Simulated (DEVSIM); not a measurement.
Device: illuminated CdTe p-on-n cell, one wavelength, at 400 K.

Layer 1 from the left is CdTe, thickness (μm) 0.510, Na (cm⁻³) 9.1e17, τn (s) 3.7e-10, τp (s) 7.8e-11, absorption coefficient (cm⁻¹) 41000. Layer 2 from the left is CdTe, thickness (μm) 0.800, Nd (cm⁻³) 3.4e15, τn (s) 6e-9, τp (s) 6e-9, absorption coefficient (cm⁻¹) 41000.

Left contact: ohmic, minority electron recombination velocity 5e5 cm/s. Right contact: ohmic, minority hole recombination velocity 90000 cm/s. Voltage is applied to the left contact. Recombination: SRH at mid-gap, radiative, Auger. Light enters at the left, 7.1e16 photons cm⁻² s⁻¹, one pass, no reflection. Mobility is μmin + (μ − μmin)/(1 + (N/Nref)^α).

The device is made up for the run: typed textbook-type constants, with dimensions and the other settings drawn at random. Values at 300 K; Nc and Nv go as T^1.5, mobilities as T to minus their exponent, the gap by Varshni's rule with the affinity fixed.

CdTe: gap (eV) 1.5, affinity (eV) 4.28, permittivity 10.2, Nc (cm⁻³) 8e17, Nv (cm⁻³) 1.8e19, μn (cm²/Vs) 1000, μp (cm²/Vs) 80, μn,min 100, μp,min 10, Nref,n 1e17, Nref,p 1e17, αn 0.6, αp 0.6, T exponent of μn 1.7, T exponent of μp 1.5, B (cm³/s) 1e-10, Cn (cm⁶/s) 1e-30, Cp (cm⁶/s) 1e-30, Varshni α (eV/K) 0.00031, Varshni β (K) 108.

DEVSIM, 1D drift-diffusion, Boltzmann statistics, complete ionisation; no tunnelling, impact ionisation, image-force lowering or self-heating.

Problem. What does the simulation give for the largest field in the device at zero bias, the short-circuit current, the potential step across the device at zero bias, the dark forward voltage at 100 A/cm²?

Solution. largest field in the device at zero bias 70000 V/cm; short-circuit current 5.47 mA/cm²; potential step across the device at zero bias 1.150 V; dark forward voltage at 100 A/cm² 1.076 V.
